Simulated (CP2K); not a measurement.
Band structure of MgO (Fm-3m, 2 atoms in the cell).

```yaml
crystal:
  lattice:
    - [2.97692, 0.00000, 0.00000]
    - [1.48846, 2.57809, 0.00000]
    - [1.48846, 0.85936, 2.43065]
  atoms:
    - { symbol: Mg, position: [0.00000, 0.00000, 0.00000] }
    - { symbol: O, position: [0.50000, 0.50000, 0.50000] }
```

Level of theory: PBE, GPW, DZVP-MOLOPT-SR-GTH basis, GTH-PBE potentials (GTH_POTENTIALS) in CP2K.

Settings: CUTOFF = 1000 Ry; REL_CUTOFF = 60 Ry; SMEAR/METHOD = FERMI_DIRAC; ELECTRONIC_TEMPERATURE = 116.05 K; KPOINTS/SCHEME = MONKHORST-PACK 7 7 7; XC_FUNCTIONAL = PBE; Mg/BASIS_SET = DZVP-MOLOPT-SR-GTH-q10; Mg/POTENTIAL = GTH-PBE-q10; O/BASIS_SET = DZVP-MOLOPT-SR-GTH-q6; O/POTENTIAL = GTH-PBE-q6; METHOD = GPW; EPS_DEFAULT = 1e-10; NGRIDS = 5; SCF_GUESS = ATOMIC.

The starting cell has typed, rounded lattice constants, without a prior relaxation at this level. Values carry the incompleteness of an atom-centred basis.

### Question
Predict the gap along the standard path and the places of the band edges.

### Answer
The gap along the path is 4.62 eV, direct at Γ to within 0.01 eV.

Levels in eV from the top of the valence band on the SCF mesh, bands 5 to 9:
| point | 5 | 6 | 7 | 8 | 9 |
|---|---|---|---|---|---|
| Γ | -17.30 | 0.00 | 0.00 | 0.00 | 4.62 |
| X | -15.67 | -4.18 | -1.39 | -1.39 | 10.00 |
| W | -15.60 | -3.01 | -3.01 | -1.76 | 12.52 |
| K | -15.65 | -3.57 | -2.74 | -1.13 | 11.61 |
| L | -15.94 | -4.67 | -0.54 | -0.54 | 8.03 |
| U | -15.65 | -3.57 | -2.74 | -1.13 | 11.61 |

Higher empty bands are left out: an atom-centred basis made for the valence describes them poorly.
